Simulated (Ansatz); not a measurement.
By PBEsol, the system below comes out a metal.

A figure of merit of an interconnect metal is its ballistic conductance per area.

```xyz
6
Lattice="4.7855 0.0000 0.0000 0.0000 5.9978 0.0000 2.3927 -2.9989 2.9989" Properties=species:S:1:pos:R:3 pbc="T T T"
Al     2.3927     2.0476     0.9513
Al     4.7855     0.9513     2.0476
Al     4.7855     3.9502     0.9513
Al     2.3927    -0.9513     2.0476
Cu     3.5891     0.0000     0.0000
Cu     3.5891    -2.9989     2.9989
```

Space group of this cell: I4/mcm. The cell is taken as given; by PBEsol its mean pressure is 0.8 GPa.

The current flows along the normal of the first two printed cell vectors, the (100) plane of the conventional cell. No spin-orbit coupling; the value is a mean over 0.1 eV about the Fermi level.

Task: Compute, with PBEsol (Ansatz, an electronic-structure program), the ballistic conductance per area.

Result: 0.96 × 10¹⁵ S/m² for both spins.
